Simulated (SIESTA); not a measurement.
**Several settings converged on HfN (I4mm, 2 atoms in the cell)**

```xyz
2
Lattice="0.0000 2.2487 2.2487 2.2487 0.0000 2.2487 2.2487 2.2487 0.0000" Properties=species:S:1:pos:R:3 pbc="T T T"
Hf     0.0000     0.0000     0.0500
N      2.2487     2.2487     2.2487
```

Base method: GGA PBEsol, numerical atomic orbitals DZP, PseudoDojo PBEsol standard norm-conserving potentials (rewritten from UPF to PSML) (SIESTA).

Base settings: XC.functional = GGA; XC.authors = PBEsol; potentials = PseudoDojo PBEsol standard; PAO.BasisSize = DZP; PAO.EnergyShift = 0.005 Ry; MeshCutoff = 350 Ry; kgrid.MonkhorstPack = 5 5 5; OccupationFunction = FD; ElectronicTemperature = 0.1 eV; MaxSCFIterations = 150.

**The cutoff of the real-space grid**

The second cell is the first with its lattice scaled by 0.98.

The mesh stays at the base's, so the ladder's end is converged at best in this setting alone.

Only quantities that move along the ladder and can be compared are tabulated.

| MeshCutoff | free energy less the last step's (meV/atom) | energy of the compressed cell less the first (meV/atom) | pressure (GPa) | largest difference of a force vector from the last step's (eV/Å) |
|---|---|---|---|---|
| 122 Ry (133 Ry used) | -10.02 | 58.13 | 3.86 | 0.019 |
| 158 Ry (164 Ry used) | -5.95 | 59.09 | 3.99 | 0.003 |
| 210 Ry (236 Ry used) | -2.26 | 59.09 | 3.87 | 0.006 |
| 350 Ry (369 Ry used) | -0.46 | 58.34 | 4.03 | 0.001 |
| 385 Ry (420 Ry used) | -0.47 | 58.71 | 3.84 | 0.012 |
| 525 Ry (531 Ry used) | -0.10 | 58.42 | 3.74 | 0.008 |
| 612 Ry (656 Ry used) | -0.11 | 58.45 | 3.87 | 0.001 |
| 840 Ry (944 Ry used) | 0.00 | 58.41 | 3.86 | 0.000 |

Coarsest MeshCutoff that holds the free energy within 1 meV/atom of the last step, with all finer ones: 350 Ry (369 Ry used); the step before is off by 2.3 meV/atom.

Coarsest MeshCutoff that holds the energy of the compressed cell less the first within 0.2 meV/atom of the last step, with all finer ones: 525 Ry (531 Ry used); the step before is off by 0.30 meV/atom.

Coarsest MeshCutoff that holds the forces within 0.005 eV/Å of the last step, with all finer ones: 612 Ry (656 Ry used); the step before is off by 0.008 eV/Å.

The energy difference between the two cells stays within 1 meV/atom of the last step's from 122 Ry on, the total only from 350 Ry on: much of the error is common to both cells and cancels.

**The setting basis size**

Level: DFT, GGA PBEsol, numerical atomic orbitals TZP, PseudoDojo PBEsol standard norm-conserving potentials (rewritten from UPF to PSML).

Moved along: PAO.BasisSize.

The second cell is the first with its lattice scaled by 0.98.

The mesh stays at the base's, so the ladder's end is converged at best in this setting alone.

The sets are ordered by size and need not be nested.

Only quantities that move along the ladder and can be compared are tabulated.

```csv
basis (functions),energy of the compressed cell less the first (meV/atom),pressure (GPa),largest difference of a force vector from the last step's (eV/Å)
SZ (14),31.32,-2.59,0.042
SZP (22),64.44,5.84,0.028
DZ (24),61.77,4.64,0.017
DZP (32),58.34,4.03,0.004
TZP (42),45.58,1.34,0.000
```

Coarsest basis (functions) that holds the pressure within 1 GPa: not settled: the last two steps still differ by 2.7 GPa, over half the tolerance, so the ladder does not show it.

Coarsest basis (functions) that holds the forces within 0.02 eV/Å of the last step, with all finer ones: DZ (24); the step before is off by 0.028 eV/Å.

Coarsest basis (functions) that holds the energy of the compressed cell less the first within 2 meV/atom: not settled: the last two steps still differ by 13 meV/atom, over half the tolerance, so the ladder does not show it.

On the base run: the starting cell has typed, rounded lattice constants, without a prior relaxation at this level. Its lattice was rescaled by up to half a per cent. One atom was moved a little off its site on purpose. Values carry the incompleteness of an atom-centred basis. In the base run, with a pressure of about 4 GPa the cell is away from its equilibrium volume at this level. Without a gap this mesh is coarse (it stands for a supercell whose shortest vector is 16 Å).

Left out of this page: 1 run of the series failed or unconverged; 9 runs of the series outside the window shown, repeating another row's setting, or not comparable.
